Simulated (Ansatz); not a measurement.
hcp Gd was calculated with PBE0 in Ansatz (PAW).

Numerical settings: plane-wave cutoff 460 eV, 9×9×6 k mesh (along the axes of the cell as run), Fermi–Dirac smearing 0.05 eV, spin-polarised with parallel moments, scalar-relativistic PAW data made under PBE.

Cell (relaxed at this level):

```
CELL_PARAMETERS angstrom
      1.83548    -3.17915     0.00000
      1.83548     3.17915     0.00000
      0.00000     0.00000     5.96420
ATOMIC_POSITIONS crystal
  Gd 0.33333 0.66667 0.25000
  Gd 0.66667 0.33333 0.75000
```
Starting moments (μB, in the order of the record's atoms Gd Gd): 7.0 7.0.

**Question.** Predict the magnetic moment per atom (the cell's total over its atoms).

**Answer.** 
- magnetic moment per atom (the cell's total over its atoms) = 7.94 μB

Note: the state of the 4f shell is in doubt; the collinear magnetic order is the start's and need not be the measured one.

Moments are spin moments.

Spin–orbit coupling is not included.

Cost on a shared machine: about 3 core-hours (a rough figure).

Ansatz is a quantum-chemistry and plane-wave program.
